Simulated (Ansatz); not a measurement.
MgAl3N3O (model structure, Pm, No. 6, 8 atoms in the cell) was calculated with r²SCAN (plane waves, PAW; Ansatz, an electronic-structure program).

Settings: plane-wave cutoff 560 eV, 8×10×6 k mesh (along the axes of the cell as run), Fermi–Dirac smearing 0.01 eV, scalar-relativistic PAW data made under PBE.

Cell (relaxed at this level):

```xyz
8
Lattice="5.0395 0.0000 -0.0047 0.0000 3.1471 0.0000 -0.0051 0.0000 5.4818" Properties=species:S:1:pos:R:3 pbc="T T T"
Mg     2.4666     0.0000     1.8288
Al     5.1151     1.5736     0.8410
O      4.5608     0.0000     1.8268
N      1.8646     1.5736     0.8262
Al     2.4493     1.5736     4.5797
Al     5.0739     0.0000     3.7109
N      4.3936     1.5736     4.5517
N      1.8737     0.0000     3.7361
```

Problem. Give the computed band gap and bulk modulus B0.

Solution. 
- band gap = 2.48 eV (on the SCF k mesh)
- bulk modulus B0 = 173 GPa

Note: the bulk modulus is −V dP/dV from two relaxed cells at ±2 % in volume; the relaxation could raise the start's symmetry but not lower it, so the cell can be a saddle point.

The computed numbers hold no vibrational or temperature effects.

A model structure was made by putting elements into a prototype or built by hand; it is no filed structure, need not be a known phase, and can be a saddle point held by its symmetry.
